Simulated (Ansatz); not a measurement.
# AlN under a change: Sb on a N site

Base system: a 24-atom supercell of AlN in the wurtzite structure (space group P6_3mc, No. 186; a = 3.1136 Å, c = 4.9832 Å) at its relaxed geometry.

One thing is altered: a neutral Sb on a N site, atoms relaxed at fixed cell, starting from a slightly rattled geometry.

Level of theory: plane-wave PAW DFT at the PBEsol level (Ansatz, a quantum-chemistry and plane-wave program, 420 eV), no spin-orbit coupling, earlier PAW set. Settings: 4×4×5 k-points, 0.01 eV Fermi–Dirac smearing.

```tsv
quantity	base	changed	shift
pressure	0.0 GPa	19.3 GPa	+19.3 GPa
gap of the supercell	4.10 eV	1.28 eV	-2.812 eV
total moment of the cell	–	0.0 μB	–
largest displacement of a host atom from its site in the perfect cell	–	0.76 Å	–
shift of the substituted atom off its lattice site	–	0.29 Å	–
```

Final structure:

```yaml
crystal:
  lattice:
    - [4.67042, -2.69647, -4.98319]
    - [3.11361, 5.39293, 0.00000]
    - [1.55681, -2.69647, 4.98319]
  atoms:
    - { symbol: Al, position: [0.56200, 0.39257, 0.54862] }
    - { symbol: Al, position: [0.21950, 0.55671, 0.21725] }
    - { symbol: Al, position: [0.87927, 0.72580, 0.88346] }
    - { symbol: Al, position: [0.55582, 0.88747, 0.57544] }
    - { symbol: Al, position: [0.20687, 0.06435, 0.23457] }
    - { symbol: Al, position: [0.94104, 0.18621, 0.79287] }
    - { symbol: Al, position: [0.97889, 0.39234, 0.48565] }
    - { symbol: Al, position: [0.57693, 0.55831, 0.10200] }
    - { symbol: Al, position: [0.26664, 0.70389, 0.77689] }
    - { symbol: Al, position: [0.93549, 0.84214, 0.41310] }
    - { symbol: Al, position: [0.57032, 0.99365, 0.13215] }
    - { symbol: Al, position: [0.30609, 0.19490, 0.78518] }
    - { symbol: Sb, position: [0.77400, 0.26474, 0.10330] }
    - { symbol: N, position: [0.41626, 0.46593, 0.79211] }
    - { symbol: N, position: [0.10714, 0.63568, 0.47512] }
    - { symbol: N, position: [0.74776, 0.78287, 0.12790] }
    - { symbol: N, position: [0.42453, 0.94093, 0.81787] }
    - { symbol: N, position: [0.09295, 0.12248, 0.51225] }
    - { symbol: N, position: [0.82589, 0.43259, 0.69347] }
    - { symbol: N, position: [0.47525, 0.60214, 0.36854] }
    - { symbol: N, position: [0.14032, 0.76671, 0.03714] }
    - { symbol: N, position: [0.81803, 0.89921, 0.66294] }
    - { symbol: N, position: [0.46402, 0.09039, 0.39591] }
    - { symbol: N, position: [0.17627, 0.25782, 0.03160] }
```

The magnetic state is the one reached from the starting moments; the real material's order can differ, and small cells can't hold many antiferromagnetic ones. The cell is small, so the values are those of an ordered compound at a high defect concentration; dilute-limit values will differ. With Sb present, leaving out spin-orbit coupling can change the band edges. Seeded moments were not kept for Sb on a N site. The defect cell is spin-polarised and ends with 0.0 μB.
